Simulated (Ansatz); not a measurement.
Levels about the gap of amorphous In24Al6Zn9O54 (93 atoms in a cell of 1170 Å³, 6.20 g/cm³; zone centre alone, so wide bands show as single levels with stretches between that a denser mesh fills), at the geometry that PBE relaxed, where it gives 3.8 GPa on a denser mesh. Exact exchange is cut at the faces of this small cell, which leaves a finite-size error. The participation number counts the atoms over which a state spreads; weights are charges in smoothed Voronoi cells. The levels come from a single point, so bond lengths are those of that geometry. Method of the levels: HSE06, scalar-relativistic without spin-orbit coupling (Ansatz, a quantum-chemistry and plane-wave program). Sampling: the zone centre alone; Fermi-Dirac width 0.02 eV; no spin polarisation. At PBE the levels at the filled edge of the gap are localised (band-tail or defect states).

The cell was made by melting and quenching with the CHGNet potential and then relaxed with DFT. O atoms were pushed apart under 1.9 Å during the dynamics, to hinder bonds among them. The hot cell started wider than the set density and was brought back towards it in steps. It is the lowest in DFT energy of 4 quenches. It is a model cell: composition and starting density were chosen by hand, and all elements were melted together. No dispersion term was used. A short ab initio anneal came between quench and relaxation. Its density started from a set value of 6.20 and ended at 6.20 g/cm³. The quench (nominally 88 K/ps over its main leg) was far faster than any real one, so the model tends to hold more defects than a real film. One small periodic cell is one sample of the glass; other quenches scatter about these values. The volume was held where the preparation left it and the shape relaxed, at a PBE pressure of 3.8 GPa. Stress components on the final sampling reach 3.9 GPa.

```
E - E(highest filled), eV  filling  participation number        largest on  weight O  weight In  weight Zn  weight Al
-------------------------  -------  --------------------  ----------------  --------  ---------  ---------  ---------
-0.40                       filled                  31.0   O, 4 neighbours      0.90       0.04       0.05       0.00
-0.34                       filled                  15.1   O, 4 neighbours      0.90       0.04       0.06       0.01
-0.29                       filled                  29.0   O, 3 neighbours      0.90       0.04       0.06       0.01
-0.23                       filled                  17.5   O, 3 neighbours      0.89       0.04       0.06       0.00
-0.18                       filled                  21.6   O, 3 neighbours      0.87       0.04       0.08       0.01
-0.05                       filled                  21.4   O, 4 neighbours      0.85       0.04       0.11       0.01
0.00                        filled                  14.7   O, 4 neighbours      0.84       0.02       0.12       0.01
2.16                         empty                  74.2  In, 4 neighbours      0.51       0.38       0.08       0.03
4.32                         empty                  14.4  In, 4 neighbours      0.55       0.42       0.03       0.01
4.83                         empty                  40.2  In, 6 neighbours      0.57       0.38       0.04       0.01
4.87                         empty                  38.9  In, 5 neighbours      0.58       0.37       0.05       0.01
4.97                         empty                  50.9  In, 6 neighbours      0.60       0.36       0.03       0.01
5.10                         empty                  53.5  In, 5 neighbours      0.57       0.34       0.07       0.02
5.33                         empty                  60.4  Zn, 4 neighbours      0.57       0.30       0.10       0.03
```

Most localised among these is the empty level at +4.32 eV, on a In atom, which has 4 neighbours (O 2.11 Å, O 2.13 Å, O 2.13 Å, O 2.17 Å).
